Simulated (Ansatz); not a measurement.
System: Ga vacancy in wurtzite GaN (charge state -3). The step: one Ga atom jumps into the vacancy from a nearby Ga site; the atom moves 3.11 Å along (0.00, 0.96, 0.00) of the unit cell; the moving atom starts with neighbours N at 1.87, 2 N at 1.98, N at 2.00 Å and ends with N at 1.87, 2 N at 1.98, N at 2.00 Å. A PBE band in Ansatz (plane-wave PAW, one k-point at (0.125, 0.250, 0.250), 72 host sites, 22 SCF runs with any check of the saddle's order, static, no finite-size correction) gives a forward barrier of 2.15 eV. The saddle point's order was not checked. The charge state is imposed; whether it is stable for some Fermi level was not computed. Forms of the defect that were not tried may lie lower.

Single points at the band's start and saddle point can refine it. Rough cost of one point, in units of the band's mean SCF on the same machine:

| Level | Cost of one point |
|---|---|
| PBE, a 2×2×2 k-point mesh shifted by half a step along c | about 7 |
| r2SCAN at 500 eV, one k-point at (0.125, 0.250, 0.250) | about 4 |

### Question
Which of these move the barrier by more than 0.1 eV, and how far does each move it?

### Answer
PBE, a 2×2×2 k-point mesh shifted by half a step along c: +0.01 eV; r2SCAN at 500 eV, one k-point at (0.125, 0.250, 0.250): +0.27 eV. Each functional is compared with PBE at the same k-points.

Ansatz is a first-principles code.
